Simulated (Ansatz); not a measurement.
TiC (model structure, started from the CrB type, Cmcm, No. 63, 4 atoms in the cell)

The numbers are results of PBEsol (Ansatz, a first-principles code, plane waves, PAW), not measurements.

Settings: plane-wave cutoff 500 eV, 14×14×12 k mesh (along the axes of the cell as run), Fermi–Dirac smearing 0.05 eV, no spin polarisation, scalar-relativistic PAW data made under PBE.

Cell (relaxed at this level):

Space group Cmcm (No. 63); a = 2.937 Å, b = 8.679 Å, c = 3.117 Å, α = β = γ = 90.00°

```csv
atom,site,symmetry,x,y,z
C,4c,m2m,0.0000,0.3789,0.2500
Ti,4c,m2m,0.0000,0.1326,0.2500
```
(The calculation used a cell of 4 atoms; values per cell refer to that cell.)

```json
{
  "band_gap": "zero (no gap)"
}
```

Note: the relaxation could raise the start's symmetry but not lower it, so the cell can be a saddle point.

Computed values are for the static lattice.

The result took around 9 core-minutes (rough).

A model structure was made by putting elements into a prototype or built by hand; it is no filed structure, need not be a known phase, and can be a saddle point held by its symmetry.
